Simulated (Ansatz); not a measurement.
A zone-centre phonon calculation of LaP (Fm-3m, 2 atoms in the cell) with Ansatz (an electronic-structure program).

Method of the run: LDA (PW92), default PAW files made with PBE (plane waves; Ansatz).

```
CELL_PARAMETERS angstrom
      0.00000     3.02415     3.02415
      3.02415     0.00000     3.02415
      3.02415     3.02415     0.00000
ATOMIC_POSITIONS crystal
  La 0.00000 0.00000 0.00000
  P  0.50000 0.50000 0.50000
```

Reference input (self-consistent single point, DFT, LDA (PW92), plane waves, default PAW files made with PBE): basis.ecutwfc = 420 eV; kpoints.mp_grid.grid = 9 9 9; hamiltonian.xc = lda; hamiltonian.pseudopotentials = {kind: paw} (the program's default PAW files); scf.occupations.method = fermi_dirac; scf.occupations.width = 0.1 eV. This run's input differs from it in these lines:

```diff
@@ -22,6 +22,6 @@
     width: 0.1
-output:
-  forces: true
-  eigenvalues: true
-  stress: true
+  convergence:
+    dr2_threshold: 1.0e-03 eV
+phonons:
+  method: dfpt
```

Output (repeated stretches shortened):

```
SCF iter   1: F=—  HF=-6805.178982 eV  |F-HF|=—  |Δ(HF+E_count)|=         —  Δρ=4.29e-3  dr2=9.05e-3  ethr=1.77e-3  ⟨swp⟩=4.6  Hψ=4710  notcnv=0
all-band conjugate gradients solve this SCF's bands
preconditioner: auto → Kerker (q_TF=auto, 2.219 Å⁻¹)
SCF iter   2: F=—  HF=-6805.176320 eV  |F-HF|=—  |Δ(HF+E_count)|=   2.66e-3  Δρ=2.28e-3  dr2=2.21e-3  ethr=5.66e-5  ⟨swp⟩=2.1  Hψ=2411  notcnv=0
   [... lines left out ...]
SCF iter   4: F=-6805.175919 eV  HF=-6805.175919 eV  |F-HF|=2.85e-7  |Δ(HF+E_count)|=   1.56e-5  Δρ=7.09e-5  dr2=2.60e-6  ethr=7.52e-7  ⟨swp⟩=2.4  Hψ=1394  notcnv=0
iter 5 did not close the SCF: its close was put off for the readings that it lacked (scf_convergence_deferred on its scf_iter line)
SCF iter   5: F=-6805.175919 eV  HF=-6805.175919 eV  |F-HF|=1.77e-8  |Δ(HF+E_count)|=   6.24e-7  Δρ=2.15e-5  dr2=3.48e-7  ethr=1.62e-8  ⟨swp⟩=2.7  Hψ=1502  notcnv=0
SCF iter   6: F=-6805.175919 eV  HF=-6805.175919 eV  |F-HF|=3.65e-9  |Δ(HF+E_count)|=   6.27e-8  Δρ=5.62e-6  dr2=2.69e-8  ethr=2.18e-9  ⟨swp⟩=10.5  Hψ=8050  notcnv=0
SCF 1 converged in 6 iterations: F = -6805.175919 eV  dr2 = 2.69e-8
DFPT response loops at Γ: preconditioner auto → Kerker (q_TF=auto, 2.219 Å⁻¹) (partly filled bands, converged f_vac=0.000) …
Free energy (F): -6805.175919 eV
Internal energy: -6805.166549 eV  (E = F + TS)
E sigma→0 (E₀):  -6805.171234 eV
Entropy (-TS):   -0.009370 eV (-4.685 meV/atom)
Fermi energy:    8.682028 eV
--- Phonons (Γ-DFPT): 2 representative perturbations + reference, on 75 of 729 k-points (Σ response iterations 5) ---
  k mesh reduced under 8 symmetry operations, with k and −k counted as one. Each operation leaves every solved perturbation unchanged …
  ASR residual: 4.297e-3 → 0.000e0 eV/Å²; symmetrization residual: 1.535e-9 eV/Å²
  ASR residual per site (eV/Å²): 4.30e-3 1.25e-3
  Γ frequencies (cm⁻¹): 0.00 0.00 0.00 153.38 153.38 153.38
  non-analytic LO–TO correction: not included (Born effective charges unavailable; polar crystals: no LO–TO splitting at Γ)
```

The run converged in 6 iterations.  The full log also holds: “iter 4 did not close the SCF: its close was put off for the readings that it lacked (scf_convergence_deferred on its scf_iter line)”. The full log also holds: “iter 5 did not close the SCF: its close was put off for the readings that it lacked (scf_convergence_deferred on its scf_iter line)”.

Summary of the result:
- Free energy E − TS (on the zero of these files) = -6805.1759 eV
- Fermi level (on the code's own zero) = 8.68 eV
- Zone-centre frequencies (cm⁻¹; negative means imaginary) = 0, 0, 0, 153, 153, 153

The starting cell comes from a database of computed structures (which also holds hypothetical and non-ambient phases and stackings), without a prior relaxation at this level. Its lattice was rescaled by up to half a per cent.

Keys are those of Ansatz 0.2.
